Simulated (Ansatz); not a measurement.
Structures of equal composition on the (111)B surface of 3C silicon carbide (C plane on top): 2x2 C adatom at H3; 2x2 C adatom at T1; 2x2 C adatom at T4. The slabs share one bottom face, and each structure is named by its start. These are constructed structures in small cells; real faces may alloy, dewet or reconstruct in larger ones, and not all known structures of the face are among them. Slabs of about 11 Å, Fermi-Dirac smearing of 0.025 eV. Bottom of the slabs: H caps. Relaxed from the named starts with such symmetry as they have, on meshes of like density; energies extrapolated to zero smearing; spin only where a row says so; no spin-orbit coupling, no U. Brackets mark spin-polarised runs, whose order is one that fits the cell. Where a second, spin-polarised start was run, the lower counts.

Computed with PBE (plane waves to 420 eV, PAW; Ansatz, a program for electronic structure).

**Question.** Order them by energy per 1x1 cell (lowest first) at the level PBE.

**Answer.** 2x2 C adatom at H3 (0.000 eV), 2x2 C adatom at T1 (0.306 eV, no gap on the mesh), 2x2 C adatom at T4 (0.322 eV (3 C–C bonds formed), a narrow gap of 0.17 eV by band count)
